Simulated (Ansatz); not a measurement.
For V2O5 (C2/m, No. 12, 7 atoms in the cell; start mp-720166), PBEsol (PAW; Ansatz, an electronic-structure program) gives:

| Quantity | Value |
|---|---|
| volume per atom | 13.51 Å³/atom |
| enthalpy of formation | -2.189 eV/atom |

Q: What does r²SCAN (PAW; Ansatz) give for the same quantities?

A: 
- equilibrium volume per atom: 12.40 Å³/atom (decreases by 8.2 %)
- formation enthalpy: -2.300 eV/atom (moves by -0.111 eV/atom)

Changes are worked out from the printed values.

Unless a cell is named, each level is at its own relaxed cell (PBEsol 13.51, r²SCAN 12.40 Å³/atom).

Caveats: the relaxation could not lower the start's symmetry, so the cell can be a saddle point above a distorted one (PBEsol, r²SCAN). Ansatz's density-functional and Hartree–Fock values are scalar-relativistic unless marked +SOC, with PAW data made under PBE.

A start named mp-… is a Materials Project structure, which need not be a measured phase.
